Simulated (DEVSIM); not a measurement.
Device: illuminated Si p-on-n cell, one wavelength, at 300 K.

```tsv
layer (left to right)	material	thickness (μm)	Nd (cm⁻³)	Na (cm⁻³)	τn (s)	τp (s)	absorption coefficient (cm⁻¹)
1	Si	0.0880	-	5e18	1.6e-6	1.3e-6	3800
2	Si	180	2e17	-	1.6e-5	1.6e-5	3800
```

Left contact: ohmic, minority electron recombination velocity 20 cm/s. Right contact: ohmic, minority hole recombination velocity 7e6 cm/s. Voltage is applied to the left contact. Recombination: SRH at mid-gap, radiative, Auger. Light enters at the left, 3.9e17 photons cm⁻² s⁻¹, one pass, no reflection. Mobility is μmin + (μ − μmin)/(1 + (N/Nref)^α).

This is a model device: material constants are rounded textbook-type values typed into the input, and sizes, dopings and lifetimes were drawn at random. Values at 300 K.

```csv
parameter,Si
gap (eV),1.124
affinity (eV),4.05
permittivity,11.7
Nc (cm⁻³),2.86e19
Nv (cm⁻³),3.1e19
μn (cm²/Vs),1417
μp (cm²/Vs),470
"μn,min",52
"μp,min",45
"Nref,n",9.7e16
"Nref,p",2.2e17
αn,0.68
αp,0.72
B (cm³/s),4.7e-15
Cn (cm⁶/s),2.8e-31
Cp (cm⁶/s),9.9e-32
```

Simulated with DEVSIM: 1D drift-diffusion, Boltzmann statistics, complete ionisation; no tunnelling, impact ionisation, image-force lowering or self-heating.

Problem. Give the dark forward current.

Solution. 
```json
[
 {"V (V)": "0.05", "J (A/cm²)": "5.3e-11"},
 {"V (V)": "0.15", "J (A/cm²)": "5.6e-10"},
 {"V (V)": "0.25", "J (A/cm²)": "5.3e-9"},
 {"V (V)": "0.30", "J (A/cm²)": "1.9e-8"},
 {"V (V)": "0.35", "J (A/cm²)": "8.5e-8"},
 {"V (V)": "0.45", "J (A/cm²)": "2.8e-6"},
 {"V (V)": "0.50", "J (A/cm²)": "1.8e-5"},
 {"V (V)": "0.60", "J (A/cm²)": "0.00085"},
 {"V (V)": "0.65", "J (A/cm²)": "0.0058"},
 {"V (V)": "0.70", "J (A/cm²)": "0.040"},
 {"V (V)": "0.80", "J (A/cm²)": "1.8"},
 {"V (V)": "0.85", "J (A/cm²)": "9.4"},
 {"V (V)": "0.90", "J (A/cm²)": "37"},
 {"V (V)": "1.00", "J (A/cm²)": "220"},
 {"V (V)": "1.05", "J (A/cm²)": "370"},
 {"V (V)": "1.15", "J (A/cm²)": "760"},
 {"V (V)": "1.20", "J (A/cm²)": "980"},
 {"V (V)": "1.25", "J (A/cm²)": "1200"},
 {"V (V)": "1.35", "J (A/cm²)": "1800"},
 {"V (V)": "1.40", "J (A/cm²)": "2000"}
]
```
